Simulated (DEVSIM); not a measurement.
Structure: Ru/SiO2/p-Si capacitor, at 300 K.

| layer (left to right) | material | thickness (nm) | Na (cm⁻³) |
|---|---|---|---|
| 1 | SiO2 | 23.0 | - |
| 2 | Si | 3700 | 2.4e16 |

Metal gate on the left, work function 4.7 eV. Fixed charge at the semiconductor interface 4.8e11 cm⁻² (in units of +e); no interface traps.

The device is made up for the run: typed textbook-type constants, with dimensions and the other settings drawn at random. Values at 300 K.

```csv
parameter,SiO2,Si
gap (eV),9,1.124
affinity (eV),0.9,4.05
permittivity,3.9,11.7
Nc (cm⁻³),-,2.86e19
Nv (cm⁻³),-,3.1e19
```

Model (solved in DEVSIM): 1D Poisson equation in equilibrium, Boltzmann statistics, complete ionisation; no quantum confinement or tunnelling. Metal contacts follow the ideal Schottky-Mott rule: no Fermi-level pinning, no interface dipoles.

Question: Give the band bending (positive: bands bend down) and minority sheet density.

Answer: 
```csv
Vg (V),ψs (V),minority carriers (cm⁻²)
-1.9,-0.122,< 1e8
-1.6,-0.105,< 1e8
-1.3,-0.081,< 1e8
-1,-0.043,< 1e8
-0.7,0.032,< 1e8
-0.4,0.173,< 1e8
-0.1,0.358,< 1e8
0.2,0.565,< 1e8
0.5,0.771,1.5e10
0.8,0.844,2.1e11
1.1,0.870,4.6e11
1.4,0.886,7.2e11
1.7,0.898,9.9e11
2,0.908,1.3e12
2.3,0.916,1.5e12
2.6,0.922,1.8e12
2.9,0.928,2.1e12
```
